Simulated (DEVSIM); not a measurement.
Device: Ni/Si3N4/p-GaSb capacitor, at 300 K.

Layer 1 from the left is Si3N4, thickness (nm) 15.0. Layer 2 from the left is GaSb, thickness (nm) 400, Na (cm⁻³) 2.2e18.

Metal gate on the left, work function 5.1 eV. Fixed charge at the semiconductor interface -1.3e10 cm⁻² (in units of +e); no interface traps.

This is a model device: material constants are rounded textbook-type values typed into the input, and sizes, dopings and lifetimes were drawn at random. Values at 300 K.

Si3N4: gap (eV) 5.1, affinity (eV) 2.1, permittivity 7.5. GaSb: gap (eV) 0.726, affinity (eV) 4.06, permittivity 15.7, Nc (cm⁻³) 2.1e17, Nv (cm⁻³) 1.8e19.

DEVSIM, 1D Poisson equation in equilibrium, Boltzmann statistics, complete ionisation; no quantum confinement or tunnelling. Metal contacts follow the ideal Schottky-Mott rule: no Fermi-level pinning, no interface dipoles.

Task: What does the simulation give for the minimum of the low-frequency capacitance?

Result: minimum of the low-frequency capacitance 0.264 μF/cm².
